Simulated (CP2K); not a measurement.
Worked example: self-consistent single point of GaBPbO₄ (Pnma, 28 atoms in the cell) in CP2K.

Level of theory: LDA (Pade form), GPW, DZVP-MOLOPT-SR-GTH basis, GTH-PADE potentials (GTH_POTENTIALS) (CP2K).

```
GaBPbO4
1.0
    7.16366     0.00000     0.00000
    0.00000     6.03510     0.00000
    0.00000     0.00000     8.44914
Pb Ga O B
4 4 16 4
Cartesian
  0.44415   1.50877   3.03136
  3.13768   4.52632   7.25593
  4.02598   1.50877   1.19321
  6.71952   4.52632   5.41778
  0.00000   0.00000   0.00000
  3.58183   0.00000   4.22457
  3.58183   3.01755   4.22457
  0.00000   3.01755   0.00000
  5.88638   4.52632   0.77817
  4.85911   1.50877   5.00273
  2.30455   4.52632   3.44640
  1.27728   1.50877   7.67097
  0.72568   4.52632   7.48087
  2.85615   1.50877   3.25630
  4.30751   4.52632   5.19284
  6.43798   1.50877   0.96827
  1.23000   5.75386   1.62392
  2.35183   0.28124   5.84849
  4.81183   3.29878   2.60064
  5.93366   2.73631   6.82521
  5.93366   0.28124   6.82521
  4.81183   5.75386   2.60064
  2.35183   2.73631   5.84849
  1.23000   3.29878   1.62392
  5.56115   1.50877   6.21941
  5.18434   4.52632   1.99484
  1.97932   1.50877   6.45430
  1.60251   4.52632   2.22973
```

Reference input (self-consistent single point, DFT LDA (Pade form), GPW, DZVP-MOLOPT-SR-GTH basis, GTH-PADE potentials (GTH_POTENTIALS)): CUTOFF = 600 Ry; REL_CUTOFF = 50 Ry; SMEAR/METHOD = GAUSSIAN; SIGMA = 0.136 eV; KPOINTS/SCHEME = MONKHORST-PACK 3 3 2; GAMMA_CENTERED = T; XC_FUNCTIONAL = PADE; Pb/BASIS_SET = DZVP-MOLOPT-SR-GTH-q4; Pb/POTENTIAL = GTH-PADE-q4; Ga/BASIS_SET = DZVP-MOLOPT-SR-GTH-q13; Ga/POTENTIAL = GTH-PADE-q13; O/BASIS_SET = DZVP-MOLOPT-SR-GTH-q6. This run's input differs from it in these lines:

```diff
@@ -40,3 +40,3 @@
     &KPOINTS
-      SCHEME MONKHORST-PACK 3 3 2
+      SCHEME MONKHORST-PACK 4 5 3
       GAMMA_CENTERED T
```

Log, with long lists cut:

```
 SCF WAVEFUNCTION OPTIMIZATION

  Step     Update method      Time    Convergence         Total energy    Change
     1 NoMix/Diag. 0.20E+00      -     1.75653565      -581.2566733943 -5.81E+02
     2 Broy./Diag. 0.20E+00      -     0.08765600      -556.9000116769  2.44E+01
     3 Broy./Diag. 0.20E+00      -     0.19039292      -569.9322787215 -1.30E+01
     4 Broy./Diag. 0.20E+00      -     0.02544660      -582.0500743539 -1.21E+01
     5 Broy./Diag. 0.20E+00      -     0.06634946      -579.9750052487  2.08E+00
     6 Broy./Diag. 0.20E+00      -     0.00836142      -581.2495500200 -1.27E+00
   [... lines left out ...]
    18 Broy./Diag. 0.20E+00      -     0.00002032      -581.2995904476 -7.28E-04
    19 Broy./Diag. 0.20E+00      -     0.00002621      -581.2991851335  4.05E-04
    20 Broy./Diag. 0.20E+00      -     0.00000379      -581.2990449261  1.40E-04
    21 Broy./Diag. 0.20E+00      -     0.00000747      -581.2993247743 -2.80E-04
    22 Broy./Diag. 0.20E+00      -     0.00000113      -581.2994162548 -9.15E-05
    23 Broy./Diag. 0.20E+00      -     0.00000151      -581.2994141247  2.13E-06
    24 Broy./Diag. 0.20E+00      -     0.00000179      -581.2993922603  2.19E-05
    25 Broy./Diag. 0.20E+00      -     0.00000064      -581.2993885394  3.72E-06
  *** SCF run converged in    25 steps ***

  Overlap energy of the core charge distribution:               0.00000725418698
  Self energy of the core charge distribution:              -1098.00747534900211
  Core Hamiltonian energy:                                    317.49184625769277
  Hartree energy:                                             302.79928446798220
  Exchange-correlation energy:                               -103.58305117021713
  Smearing free energy correction:                             -0.00000000000000
  Fermi energy:                                                 0.14970937261653

  Total energy:                                              -581.29938853935732
  Total energy (extrapolated to sigma->0):                   -581.29938853935732

                     Mulliken Population Analysis

   [... lines left out ...]

 STRESS| Analytical stress tensor [bar]
 STRESS|                        x                   y                   z
 STRESS|      x       -1.00319378360E+05   9.31523579580E-01  -1.30542742656E+00
 STRESS|      y        9.31523579580E-01  -1.36388550643E+05   1.60924800751E-03
 STRESS|      z       -1.30542742656E+00   1.60924800751E-03  -1.26891630041E+05
 STRESS| 1/3 Trace                                            -1.21199853015E+05
```

The run converged in 25 iterations. Against the reference run the free energy is nearly the same (within 1 meV/atom), the pressure stays at -12.12 GPa, the largest force moves little (1.157 to 1.156 eV/Å) and the gap on the mesh goes from 3.228 to 3.137 eV.

The starting cell comes from a database of published, mostly measured structures (it also holds non-ambient and calculated ones), without a prior relaxation at this level. Its lattice was rescaled by a random factor within 2.5 % of one. Spin-orbit coupling is off. Values carry the incompleteness of an atom-centred basis. With a pressure of about -12 GPa the cell is away from its equilibrium volume at this level. Forces in this geometry exceed 1 eV/Å.

Cost on one core of a shared machine: roughly 2 min.
